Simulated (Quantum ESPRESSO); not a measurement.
**Several settings converged on BiS (Cm, 4 atoms in the cell)**

```
CELL_PARAMETERS angstrom
      2.83287    -2.79049     0.00000
      2.83287     2.79049     0.00000
     -1.65000     0.00000    10.87060
ATOMIC_POSITIONS crystal
  Bi 0.19052 0.19052 0.34731
  Bi 0.81082 0.81082 0.65729
  S  0.73361 0.73361 0.38560
  S  0.26639 0.26639 0.61440
```

Base method: LDA (PW92), PseudoDojo standard norm-conserving (LDA) pseudopotentials (plane waves; Quantum ESPRESSO).

Base settings: ecutwfc = 70 Ry; occupations = smearing; smearing = fd; degauss = 0.0073499 Ry; potentials = {Bi: Bi.upf, S: S.upf}; K_POINTS = automatic 4 4 2 0 0 0; conv_thr = 1e-09 Ry; mixing_beta = 0.5.

The count of work is k-points × plane waves × bands × iterations; it is no time. Core times come from one kind of shared machine, to one figure; runs under 30 s give none.

**The k-point mesh**

The second cell is the first with its lattice scaled by 0.98.

Only quantities that move along the ladder and can be compared are tabulated.

| K_POINTS | free energy less the last step's (meV/atom) | energy of the compressed cell less the first (meV/atom) | pressure (GPa) | largest difference of a force vector from the last step's (eV/Å) | count of work / last | core time / last (rough) |
|---|---|---|---|---|---|---|
| automatic 2 2 1 0 0 0 | 286.76 | 36.22 | 1.00 | 1.326 | 0.18 | – |
| automatic 3 3 2 0 0 0 | 18.68 | -3.74 | -1.36 | 0.188 | 0.49 | 0.6 |
| automatic 4 4 2 0 0 0 | 7.15 | -2.63 | -1.33 | 0.170 | 0.85 | 0.9 |
| automatic 5 5 2 0 0 0 | 0.00 | -6.27 | -1.53 | 0.000 | 1.0 | 1 |

Coarsest K_POINTS that holds the pressure within 0.5 GPa of the last step, with all finer ones: automatic 3 3 2 0 0 0; the step before is off by 2.5 GPa.

Coarsest K_POINTS that holds the free energy within 5 meV/atom: not settled: the last two steps still differ by 7.1 meV/atom, over half the tolerance, so the ladder does not show it.

Coarsest K_POINTS that holds the energy of the compressed cell less the first within 2 meV/atom: not settled: the last two steps still differ by 3.6 meV/atom, over half the tolerance, so the ladder does not show it.

**Shifted k-point meshes**

Only quantities that move along the ladder and can be compared are tabulated.

| K_POINTS | free energy less the last step's (meV/atom) | pressure (GPa) | largest difference of a force vector from the last step's (eV/Å) | count of work / last |
|---|---|---|---|---|
| automatic 2 2 1 1 1 1 | -35.60 | -1.88 | 0.764 | 0.050 |
| automatic 3 3 2 1 1 1 | 13.91 | -1.61 | 0.309 | 0.14 |
| automatic 5 5 2 1 1 1 | 8.10 | -1.38 | 0.109 | 0.34 |
| automatic 7 7 3 1 1 1 | 0.00 | -1.35 | 0.000 | 1.0 |

Coarsest K_POINTS that holds the free energy within 5 meV/atom: not settled: the last two steps still differ by 8.1 meV/atom, over half the tolerance, so the ladder does not show it.

Coarsest K_POINTS that holds the pressure within 0.1 GPa of the last step, with all finer ones: automatic 5 5 2 1 1 1, at 0.34 of the last step's count of work; the step before is off by 0.25 GPa.

Coarsest K_POINTS that holds the forces within 0.02 eV/Å: not settled: the last two steps still differ by 0.11 eV/Å, over half the tolerance, so the ladder does not show it.

**The SCF threshold**

The mesh stays at the base's, so the ladder's end is converged at best in this setting alone.

Only quantities that move along the ladder and can be compared are tabulated.

| conv_thr | free energy less the last step's (meV/atom) | largest difference of a force vector from the last step's (eV/Å) | count of work / last |
|---|---|---|---|
| 0.0073 Ry | 1.52 | 0.257 | 0.31 |
| 7.3e-05 Ry | 0.07 | 0.093 | 0.38 |
| 1e-09 Ry | 0.00 | 0.001 | 0.75 |
| 7.3e-14 Ry | 0.00 | 0.000 | 1.0 |

Coarsest conv_thr that holds the forces within 0.01 eV/Å of the last step, with all finer ones: 1e-09 Ry; the step before is off by 0.093 eV/Å.

Coarsest conv_thr that holds the free energy within 0.5 meV/atom of the last step, with all finer ones: 7.3e-05 Ry, at 0.38 of the last step's count of work; the step before is off by 1.5 meV/atom.

On the base run: the starting cell comes from a database of computed structures (which also holds hypothetical and non-ambient phases and stackings), without a prior relaxation at this level. Its lattice was rescaled by up to half a per cent. One atom was moved a little off its site on purpose. The run gives no clean gap (levels at the Fermi energy touch, overlap or are partly filled at this smearing), which alone does not show that the compound is a metal. Without a gap this mesh is coarse (it stands for a supercell whose shortest vector is 16 Å).
